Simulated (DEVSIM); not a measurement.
System: Si/Ge p-n heterojunction, at 350 K.

| layer (left to right) | material | thickness (μm) | Nd (cm⁻³) | Na (cm⁻³) | τn (s) | τp (s) |
|---|---|---|---|---|---|---|
| 1 | Si | 0.0860 | - | 1.5e18 | 7.9e-7 | 7.9e-7 |
| 2 | Ge | 0.300 | 8.4e16 | - | 7.9e-7 | 7.9e-7 |

Left contact: ohmic. Right contact: ohmic. Voltage is applied to the left contact. Recombination: SRH at mid-gap, Auger. Mobility is μmin + (μ − μmin)/(1 + (N/Nref)^α).

This is a model device: material constants are rounded textbook-type values typed into the input, and sizes, dopings and lifetimes were drawn at random. Values at 300 K; Nc and Nv go as T^1.5, mobilities as T to minus their exponent, the gap by Varshni's rule with the affinity fixed.

```csv
parameter,Si,Ge
gap (eV),1.124,0.664
affinity (eV),4.05,4
permittivity,11.7,16
Nc (cm⁻³),2.86e19,1.04e19
Nv (cm⁻³),3.1e19,6e18
μn (cm²/Vs),1417,3900
μp (cm²/Vs),470,1900
"μn,min",52,150
"μp,min",45,100
"Nref,n",9.7e16,2.6e17
"Nref,p",2.2e17,4e17
αn,0.68,0.56
αp,0.72,0.6
T exponent of μn,2.3,1.66
T exponent of μp,2.2,2.33
Cn (cm⁶/s),2.8e-31,1e-31
Cp (cm⁶/s),9.9e-32,1e-31
Varshni α (eV/K),0.000473,0.000477
Varshni β (K),636,235
```

Model (solved in DEVSIM): 1D drift-diffusion, Boltzmann statistics, complete ionisation; no tunnelling, impact ionisation, image-force lowering or self-heating. Band offsets follow the typed affinities; no thermionic-emission limit at abrupt steps, no polarisation charge.

### Question
Tabulate band edges, carrier densities and field at zero bias.

### Answer
Energies count from the Fermi level of the right contact; mesh points crowd at the junctions.

```csv
x (μm),Ec (eV),Ev (eV),n (cm⁻³),p (cm⁻³),field (V/cm)
0.000,1.012,-0.098,95000,1.5e18,≈ 0
0.003260,1.012,-0.098,95000,1.5e18,≈ 0
0.008475,1.012,-0.098,95000,1.5e18,≈ 0
0.01682,1.012,-0.098,95000,1.5e18,≈ 0
0.03572,1.012,-0.098,95000,1.5e18,≈ 0
0.05517,1.012,-0.099,97000,1.5e18,-1600
0.06877,0.991,-0.120,200000,7.3e17,-54000
0.07917,0.838,-0.273,3.1e7,4.6e15,-260000
0.08377,0.694,-0.417,3.7e9,3.9e13,-370000
0.08662,0.641,-0.003,7.7e9,6.7e18,-230000
0.09037,0.582,-0.063,5.5e10,9.4e17,-120000
0.09931,0.498,-0.146,8.7e11,6.0e16,-80000
0.1116,0.410,-0.235,1.7e13,3.2e15,-66000
0.1321,0.295,-0.349,7.4e14,7.0e13,-46000
0.1849,0.167,-0.477,5.2e16,1.0e12,-7600
0.2478,0.153,-0.492,8.3e16,6.3e11,-260
0.3053,0.152,-0.492,8.4e16,6.2e11,-11
0.3397,0.152,-0.492,8.4e16,6.2e11,≈ 0
0.3648,0.152,-0.492,8.4e16,6.2e11,≈ 0
0.3753,0.152,-0.492,8.4e16,6.2e11,≈ 0
0.3816,0.152,-0.492,8.4e16,6.2e11,≈ 0
0.3860,0.152,-0.492,8.4e16,6.2e11,≈ 0
```
